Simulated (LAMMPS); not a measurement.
MD of Si (diamond structure) at zero pressure, 1728 atoms, as a liquid; each row is its own run.

Computed with classical MD, pair style sw, file Si.sw (LAMMPS).

```csv
T (K),D(Si) (cm²/s)
1180,1.22e-5
1350,3.00e-5
1690,6.85e-5
1860,9.49e-5
2110,0.000123
2360,0.000160
2700,0.000221
```

Q: Fit an Arrhenius law, ln y = a + b / x, to these rows (x is the first column, y the second) and predict the run at x = 1520.

A: Least squares gives a = -6.1968 and b = -5862. The slope times kB gives an activation energy of 0.51 eV. At x = 1520 the fit predicts 4.30e-5 cm²/s. The run itself gave (4.86 ± 0.09) × 10^-5 cm²/s, so the fit is 12 % low.

Caution (rows 1180; 1350; 1520): this liquid lies under the measured melting point of 1687 K, so it is undercooled or the potential melts low.

Caution: a run this short can hold a crystal over, or a liquid under, the potential's own melting point, which these runs don't give.

Errors of D are the spread over four groups of atoms in one short run; a floor of about 5 %, a picked value, is safer.
